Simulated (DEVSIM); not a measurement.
System: illuminated Si n-on-p cell, one wavelength, at 300 K.

Layer 1 from the left is Si, thickness (μm) 0.340, Nd (cm⁻³) 3e18, τn (s) 2.8e-7, τp (s) 6.2e-6, absorption coefficient (cm⁻¹) 120. Layer 2 from the left is Si, thickness (μm) 40.0, Na (cm⁻³) 1.2e16, τn (s) 1.2e-5, τp (s) 1.2e-5, absorption coefficient (cm⁻¹) 120.

Left contact: ohmic, minority hole recombination velocity 100 cm/s. Right contact: ohmic, minority electron recombination velocity 5e6 cm/s. Voltage is applied to the left contact. Recombination: SRH at mid-gap, radiative, Auger. Light enters at the left, 3.5e16 photons cm⁻² s⁻¹, one pass, no reflection. Mobility is μmin + (μ − μmin)/(1 + (N/Nref)^α).

The device is made up for the run: typed textbook-type constants, with dimensions and the other settings drawn at random. Values at 300 K.

Si: gap (eV) 1.124, affinity (eV) 4.05, permittivity 11.7, Nc (cm⁻³) 2.86e19, Nv (cm⁻³) 3.1e19, μn (cm²/Vs) 1417, μp (cm²/Vs) 470, μn,min 52, μp,min 45, Nref,n 9.7e16, Nref,p 2.2e17, αn 0.68, αp 0.72, B (cm³/s) 4.7e-15, Cn (cm⁶/s) 2.8e-31, Cp (cm⁶/s) 9.9e-32.

Model (solved in DEVSIM): 1D drift-diffusion, Boltzmann statistics, complete ionisation; no tunnelling, impact ionisation, image-force lowering or self-heating.

Question: What does the simulation give for the short-circuit current, the largest field in the device at zero bias, the dark forward voltage at 100 A/cm², the potential step across the device at zero bias?

Answer: short-circuit current 1.18 mA/cm²; largest field in the device at zero bias 100000 V/cm; dark forward voltage at 100 A/cm² 0.802 V; potential step across the device at zero bias 0.863 V.
